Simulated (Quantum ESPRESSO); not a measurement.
A self-consistent single point of AgAu3 (I4/mmm, 4 atoms in the cell) with Quantum ESPRESSO.

Method: PBEsol, GBRV 1.5 ultrasoft (PBESOL) pseudopotentials (plane waves; Quantum ESPRESSO).

```
CELL_PARAMETERS angstrom
     -2.05248     2.05248     4.15440
      2.05248    -2.05248     4.15440
      2.05248     2.05248    -4.15440
ATOMIC_POSITIONS crystal
  Ag 0.00000 0.00000 0.00000
  Au 0.75000 0.25000 0.50000
  Au 0.25000 0.75000 0.50000
  Au 0.50000 0.50000 0.00000
```

Reference input (self-consistent single point, DFT, PBEsol, plane waves, GBRV 1.5 ultrasoft (PBESOL) pseudopotentials): ecutwfc = 40 Ry; ecutrho = 320 Ry; occupations = smearing; smearing = fermi-dirac; degauss = 0.0073499 Ry; potentials = {Ag: ag_pbesol_v1.4.uspp.F.UPF, Au: au_pbesol_v1.uspp.F.UPF}; K_POINTS = automatic 9 9 9 0 0 0; conv_thr = 1e-10 Ry. This run's input differs from it in these lines:

```diff
@@ -12,4 +12,4 @@
   ntyp = 2,
-  ecutwfc = 40,
-  ecutrho = 320,
+  ecutwfc = 28,
+  ecutrho = 224,
   occupations = 'smearing',
```

Output (repeated stretches shortened):

```
     Self-consistent Calculation

     iteration #  1     ecut=    28.00 Ry     beta= 0.70

     total energy              =    -639.46435831 Ry
     estimated scf accuracy    <       0.72280453 Ry

     iteration #  2     ecut=    28.00 Ry     beta= 0.70

     total energy              =    -639.68667806 Ry
     estimated scf accuracy    <       0.51806017 Ry

     iteration #  3     ecut=    28.00 Ry     beta= 0.70

     total energy              =    -639.78217596 Ry
     estimated scf accuracy    <       0.02032918 Ry

   [... 5 blocks of this kind left out ...]

     iteration #  9     ecut=    28.00 Ry     beta= 0.70

     total energy              =    -639.78893780 Ry
     estimated scf accuracy    <          3.1E-09 Ry

     iteration # 10     ecut=    28.00 Ry     beta= 0.70
     End of self-consistent calculation

     the Fermi energy is    15.1802 ev

!    total energy              =    -639.78893781 Ry
     estimated scf accuracy    <          1.1E-11 Ry
     smearing contrib. (-TS)   =      -0.00240484 Ry
     internal energy E=F+TS    =    -639.78653297 Ry

     convergence has been achieved in  10 iterations

     Forces acting on atoms (cartesian axes, Ry/au):

     atom    1 type  1   force =     0.00000000    0.00000000    0.00000000
   [... zero for the other atoms too ...]

     Total force =     0.000000     Total SCF correction =     0.000000

          total   stress  (Ry/bohr**3)                   (kbar)     P=     -129.84
  -0.00087952   0.00000000  -0.00000000         -129.38        0.00       -0.00
  -0.00000000  -0.00087952  -0.00000000           -0.00     -129.38       -0.00
   0.00000000   0.00000000  -0.00088879            0.00        0.00     -130.75

   JOB DONE.
```

The run converged in 10 iterations. Against the reference run the free energy goes up by 76.0 meV/atom and the pressure goes from -5.86 to -12.98 GPa.

The starting cell comes from a database of computed structures (which also holds hypothetical and non-ambient phases and stackings), without a prior relaxation at this level. At the lowered cutoff the pressure carries the error of an incomplete plane-wave basis.

Cost on one core of a shared machine: roughly 90 s.
